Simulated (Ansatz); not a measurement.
## What isotropic strain −2.00 % does to Sr

The parent structure is Sr in the fcc (Cu type) structure (space group Fm-3m, No. 225; a = 5.9225 Å).

It is then changed as follows: every lattice vector is shortened by 2.00 %, atoms relaxed at fixed cell.

The values are results of DFT with PBEsol, PAW potentials and a 420 eV plane-wave cutoff in Ansatz (an electronic-structure program), spin-orbit coupling left out, not measurements. k-mesh 14×14×14 (Γ-centred); smearing 0.05 eV (Fermi–Dirac).

The volume per atom decreases by 3.05 Å³ (51.93 Å³ → 48.88 Å³) and the space group stays Fm-3m (No. 225). The shortest interatomic distance decreases by 0.158 bohr to 7.756 bohr and the energy grows by 7.6 meV/atom. The pressure goes from zero to 0.8 GPa and the band gap stays zero.

Final structure:

```
Sr
1.0
    0.00000     2.90204     2.90204
    2.90204     0.00000     2.90204
    2.90204     2.90204     0.00000
Sr
1
Direct
  0.00000   0.00000   0.00000
```

Stability against distortions was not tested. Gaps under 0.05 eV, about the width of the smearing, are given as zero.
